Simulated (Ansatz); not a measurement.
# A computed series for WC: response to strain

The reference is WC (space group P-6m2, No. 187; a = 2.9225 Å, c = 2.8462 Å; relaxed with 0.1 eV smearing). Axes: x lies along a and z along c of the hexagonal cell.

Strains are applied to the cell and any free atomic positions relax.

All numbers come from plane-wave PAW DFT at the PBE level (Ansatz, an electronic-structure program, 420 eV), no spin-orbit coupling.

Notes on the quantities. pressure: mean of the normal stresses, compression positive; energy relative to the base: free energy F.

```csv
variant,pressure,energy relative to the base,volume per atom
base,0.0 GPa,0 meV/atom,10.53 Å³
uniaxial strain ε_zz = −3.00 %,?,?,10.21 Å³
uniaxial strain ε_zz = −2.50 %,11.6 GPa,+20 meV/atom,10.26 Å³
uniaxial strain ε_zz = −1.50 %,6.8 GPa,+7.2 meV/atom,10.37 Å³
uniaxial strain ε_zz = −1.00 %,4.4 GPa,+3.2 meV/atom,10.42 Å³
uniaxial strain ε_zz = −0.50 %,2.2 GPa,+0.8 meV/atom,10.47 Å³
uniaxial strain ε_zz = +0.50 %,-2.1 GPa,+0.8 meV/atom,10.58 Å³
uniaxial strain ε_zz = +1.50 %,-6.1 GPa,+6.7 meV/atom,10.68 Å³
uniaxial strain ε_zz = +2.00 %,-8.0 GPa,+12 meV/atom,10.74 Å³
uniaxial strain ε_zz = +3.00 %,-11.6 GPa,+26 meV/atom,10.84 Å³
```

**Question.** Some entries are withheld; estimate them.

**Answer.** 
- uniaxial strain ε_zz = −3.00 %, pressure: 14.2 GPa
- uniaxial strain ε_zz = −3.00 %, energy relative to the base: +30 meV/atom

Stability against distortions was not tested. The final runs are not spin-polarised.
